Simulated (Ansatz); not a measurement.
A computed series for SiO2: response to strain

The parent structure is SiO$_{2}$ in the rutile structure (space group P4_2/mnm, No. 136; a = 4.236 Å, c = 2.690 Å). Axes: x, y, z lie along a, b, c of the conventional cell.

Strains are applied to the cell and any free atomic positions relax; under biaxial strain the out-of-plane vector relaxes too.

The values are results of Kohn–Sham DFT with the PBE functional, run in Ansatz (a quantum-chemistry and plane-wave program) with PAW and 420 eV plane waves, spin-orbit coupling left out, earlier PAW set, not measurements.

| case | band gap | electron mass | volume per atom |
|---|---|---|---|
| base | 5.05 eV | 0.36 mₑ along c, 0.45 mₑ across (at Γ) | 8.04 Å³ |
| biaxial strain −2.45 %, plane normal [001], relaxed out of plane | 5.45 eV | 0.36 mₑ out of plane, 0.49 mₑ in plane (at Γ) | 7.76 Å³ |
| biaxial strain +1.06 %, plane normal [001], relaxed out of plane | 4.90 eV | 0.36 mₑ out of plane, 0.44 mₑ in plane (at Γ) | 8.17 Å³ |
| biaxial strain +1.25 %, plane normal [001], relaxed out of plane | … | 0.36 mₑ out of plane, 0.44 mₑ in plane (at Γ) | … |
| biaxial strain +4.78 %, plane normal [001], relaxed out of plane | 4.51 eV | 0.36 mₑ out of plane, 0.40 mₑ in plane (at Γ) | 8.65 Å³ |
| isotropic strain −0.91 % | 5.49 eV | 0.38 mₑ along c, 0.48 mₑ across (at Γ) | 7.83 Å³ |
| isotropic strain −0.62 % | 5.35 eV | 0.38 mₑ along c, 0.47 mₑ across (at Γ) | 7.90 Å³ |
| isotropic strain +0.92 % | 4.63 eV | 0.35 mₑ along c, 0.43 mₑ across (at Γ) | 8.27 Å³ |
| isotropic strain +1.90 % | 4.20 eV | 0.33 mₑ along c, 0.40 mₑ across (at Γ) | 8.51 Å³ |

Question: Some entries are withheld; estimate them.

Answer: 
- biaxial strain +1.25 %, plane normal [001], relaxed out of plane, band gap: 4.88 eV
- biaxial strain +1.25 %, plane normal [001], relaxed out of plane, volume per atom: 8.20 Å³

Masses are band curvatures over ±0.01 Å⁻¹ around the edge. No phonon test of stability was made.
